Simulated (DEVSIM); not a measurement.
Structure: Ti/Al2O3/SiO2/p-Si capacitor, at 300 K.

```
layer (left to right)  material  thickness (nm)  Na (cm⁻³)
---------------------  --------  --------------  ---------
1                         Al2O3            19.0          -
2                          SiO2            1.10          -
3                            Si            3500     2.7e16
```

Metal gate on the left, work function 4.33 eV. Fixed charge at the semiconductor interface 0 cm⁻² (in units of +e); no interface traps.

This is a model device: material constants are rounded textbook-type values typed into the input, and sizes, dopings and lifetimes were drawn at random. Values at 300 K.

| parameter | Al2O3 | SiO2 | Si |
|---|---|---|---|
| gap (eV) | 6.8 | 9 | 1.124 |
| affinity (eV) | 1.35 | 0.9 | 4.05 |
| permittivity | 9 | 3.9 | 11.7 |
| Nc (cm⁻³) | - | - | 2.86e19 |
| Nv (cm⁻³) | - | - | 3.1e19 |

Simulated with DEVSIM: 1D Poisson equation in equilibrium, Boltzmann statistics, complete ionisation; no quantum confinement or tunnelling. Metal contacts follow the ideal Schottky-Mott rule: no Fermi-level pinning, no interface dipoles.

Task: Tabulate band edges, carrier densities and field at -2.0 V on the gate.

Result: Energies count from the Fermi level of the right contact; mesh points crowd at the junctions.

```tsv
x (μm)	Ec (eV)	Ev (eV)	n (cm⁻³)	p (cm⁻³)	field (V/cm)
0.000	4.980	-1.820	< 1e2	< 1e2	-540000
0.001631	4.892	-1.908	< 1e2	< 1e2	-540000
0.005267	4.695	-2.105	< 1e2	< 1e2	-540000
0.01204	4.328	-2.472	< 1e2	< 1e2	-540000
0.01748	4.034	-2.766	< 1e2	< 1e2	-540000
0.01904	4.396	-4.604	< 1e2	< 1e2	-1200000
0.01972	4.311	-4.689	< 1e2	< 1e2	-1200000
0.02147	1.076	-0.048	< 1e2	4.9e18	-200000
0.02525	1.031	-0.093	130	8.6e17	-77000
0.03470	0.989	-0.135	690	1.7e17	-27000
0.05829	0.957	-0.167	2400	4.8e16	-6600
0.1477	0.942	-0.182	4200	2.7e16	-150
0.3404	0.942	-0.182	4300	2.7e16	≈ 0
0.8214	0.942	-0.182	4300	2.7e16	≈ 0
2.355	0.942	-0.182	4300	2.7e16	≈ 0
3.038	0.942	-0.182	4300	2.7e16	≈ 0
3.328	0.942	-0.182	4300	2.7e16	≈ 0
3.444	0.942	-0.182	4300	2.7e16	≈ 0
3.498	0.942	-0.182	4300	2.7e16	≈ 0
3.512	0.942	-0.182	4300	2.7e16	≈ 0
3.518	0.942	-0.182	4300	2.7e16	≈ 0
3.520	0.942	-0.182	4300	2.7e16	≈ 0
```
